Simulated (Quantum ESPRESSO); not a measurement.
# Cost against accuracy: ecutwfc for CuF2 (P4/mmm, 3 atoms in the cell)

```
CELL_PARAMETERS angstrom
      3.79497     0.00000     0.00000
      0.00000     3.79497     0.00000
      0.00000     0.00000     3.65348
ATOMIC_POSITIONS crystal
  Cu 0.00000 0.00000 0.00000
  F  0.50000 0.00000 0.00000
  F  0.00000 0.50000 0.00000
```

Method: PBEsol, GBRV 1.5 ultrasoft (PBESOL) pseudopotentials (plane waves; Quantum ESPRESSO).

Base settings: ecutwfc = 50 Ry; ecutrho = 400 Ry; occupations = smearing; smearing = gaussian; degauss = 0.0073499 Ry; potentials = {Cu: cu_pbesol_v1.2.uspp.F.UPF, F: f_pbesol_v1.4.uspp.F.UPF}; K_POINTS = automatic 9 9 9 0 0 0; conv_thr = 1e-10 Ry; mixing_beta = 0.5.

Misses are taken against the tightest run, 100 Ry (ecutrho: 400 Ry → 800 Ry), which need not be fully converged itself. The energy is the free energy per atom.

The count of work is k-points × plane waves × bands × iterations; it is no time, and leaves out set-up, grids and terms that scale otherwise. Core times come from one kind of shared machine and are given to one figure; runs under 30 s give none.

The starting cell comes from a database of computed structures (which also holds hypothetical and non-ambient phases and stackings), without a prior relaxation at this level. Its lattice was rescaled by a random factor within 2.5 % of one. Spin polarisation is off; with an odd number of electrons in the cell that forces a metal, and a magnetic state may lie lower. In the base run, with a pressure of about -5 GPa the cell is away from its equilibrium volume at this level.

The runs (ecutwfc): 20 Ry (ecutrho: 400 Ry → 160 Ry) | 25 Ry (ecutrho: 400 Ry → 200 Ry) | 30 Ry (ecutrho: 400 Ry → 240 Ry) | 35 Ry (ecutrho: 400 Ry → 280 Ry) | 40 Ry (ecutrho: 400 Ry → 320 Ry) | 45 Ry (ecutrho: 400 Ry → 360 Ry) | 50 Ry | 57 Ry (ecutrho: 400 Ry → 456 Ry) | 65 Ry (ecutrho: 400 Ry → 520 Ry) | 75 Ry (ecutrho: 400 Ry → 600 Ry) | 88 Ry (ecutrho: 400 Ry → 704 Ry) | 100 Ry (ecutrho: 400 Ry → 800 Ry).

Which is the coarsest setting among those run that, with all tighter ones, holds the energy within 2 meV/atom of the reference, and what does it save?

88 Ry (ecutrho: 400 Ry → 704 Ry), off by 0.48 meV/atom; its saving against the reference is no more than about a factor of 2 in the count of work.

What does the step from 20 Ry (ecutrho: 400 Ry → 160 Ry) to 40 Ry (ecutrho: 400 Ry → 320 Ry) buy?

It takes the miss in the energy from 18000 to 26 meV/atom, for 2.6 times the count of work.

| ecutwfc | energy less reference (meV/atom) | pressure less reference (GPa) | count of work / reference | core time / reference (rough) |
|---|---|---|---|---|
| 20 Ry (ecutrho: 400 Ry → 160 Ry) | 18127.49 | -764.34 | 0.099 | – |
| 25 Ry (ecutrho: 400 Ry → 200 Ry) | 3212.28 | -173.35 | 0.13 | – |
| 30 Ry (ecutrho: 400 Ry → 240 Ry) | 491.93 | -34.98 | 0.18 | – |
| 35 Ry (ecutrho: 400 Ry → 280 Ry) | 68.31 | -4.94 | 0.21 | – |
| 40 Ry (ecutrho: 400 Ry → 320 Ry) | 25.81 | -0.34 | 0.26 | – |
| 45 Ry (ecutrho: 400 Ry → 360 Ry) | 20.56 | -0.27 | 0.30 | 0.3 |
| 50 Ry | 14.29 | -0.33 | 0.36 | 0.2 |
| 57 Ry (ecutrho: 400 Ry → 456 Ry) | 8.48 | -0.09 | 0.43 | 0.4 |
| 65 Ry (ecutrho: 400 Ry → 520 Ry) | 7.92 | -0.01 | 0.52 | 0.5 |
| 75 Ry (ecutrho: 400 Ry → 600 Ry) | 4.56 | -0.17 | 0.65 | 0.6 |
| 88 Ry (ecutrho: 400 Ry → 704 Ry) | 0.48 | -0.04 | 0.83 | 0.9 |
| 100 Ry (ecutrho: 400 Ry → 800 Ry) | 0.00 | 0.00 | 1.0 | 1 |
